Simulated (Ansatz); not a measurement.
Model glasses of amorphous Al2O3, 72 to 77 atoms (Al28O42 before any change). Each row is one cell at a composition chosen by hand, melted whole on the CHGNet potential with the anions pushed apart under 1.9 Å, quenched within some picoseconds, far faster than a real film, and relaxed with PBE, scalar-relativistic without spin-orbit coupling (plane waves to 420 eV, PAW; Ansatz, an electronic-structure program). Each is the lower in DFT energy of 2 quenches. Cycles of charging and discharging were tried on some cells ahead of these points, and a cell that came back lower was taken. The column on the box says what of it was relaxed with the atoms; held means as the quench left it. Cells that kept moments or hold spare charge are left out, and those that charging annealed. So are cells far out in the fitted variable, so that no row sets the line alone.

From the neutral cell one electron is taken away, or one added, and the atoms relax (PBE, the zone centre alone, moment held at 1 μB, uniform background; no image-charge correction, which leaves W too low where the charge is localised). W = E(+1) + E(−1) − 2 E(0) is the cost of moving an electron from one such cell to another; the spacing parts the highest filled and lowest empty level of the neutral cell, which ran without spin polarisation.

Formal charges balance in every cell (each cation at its usual highest valence, Cu and Ag at +1, Sb at +3, H at +1, O at −2, N at −3, F and Cl at −1). R− and R+ are the energies that the atoms' relaxation gave back after the electron was added or removed.

| cell | change | box | spacing (eV) | R− (eV) | R+ (eV) | spacing − R− − R+ (eV) | W (eV) |
|---|---|---|---|---|---|---|---|
| Al28O43K2 | +2 K, +1 O | shape | 3.15 | 0.01 | 0.37 | 2.77 | 3.07 |
| Al28O45B2 | +2 B, +3 O | volume and shape | 3.18 | 0.01 | 0.33 | 2.84 | withheld |
| Al28O43Ba | +1 Ba, +1 O | shape | 3.39 | 0.13 | 0.21 | 3.05 | 3.27 |
| Al28O45Ga2 | +2 Ga, +3 O | shape | 3.39 | 0.02 | 0.18 | 3.19 | 3.25 |
| Al28O47Ta2 | +5 O, +2 Ta | shape | 3.63 | 0.11 | 0.13 | 3.39 | 3.53 |
| Al28O44Hf | +1 Hf, +2 O | volume and shape | 3.71 | 0.02 | 0.15 | 3.54 | 3.56 |

### Question
Fit a straight line of the last column on the one before it through the 5 full rows, and predict the withheld value for Al28O45B2.

### Answer
Means: x = 3.188, y = 3.336. Slope = Σ(Δx Δy) / Σ(Δx²) = 0.2382 / 0.3585 = 0.664; intercept = 3.336 − (0.664) × 3.188 = 1.219 eV; r.m.s. residual 0.049 eV. Prediction: 1.219 + (0.664) × 2.84 = 3.10 eV. The run gave 3.20 eV, a miss of 0.10 eV, more than twice the residual.

### Question
What would a slope of 1 with no intercept mean?

### Answer
That adding and removing an electron at fixed atoms costs just the level spacing, as it does for levels spread over a large cell, so that W follows by bookkeeping. The fit has 0.664 and 1.219 eV; a departure holds the carrier's repulsion on its site, which raises W, and the uncorrected background, which lowers it.
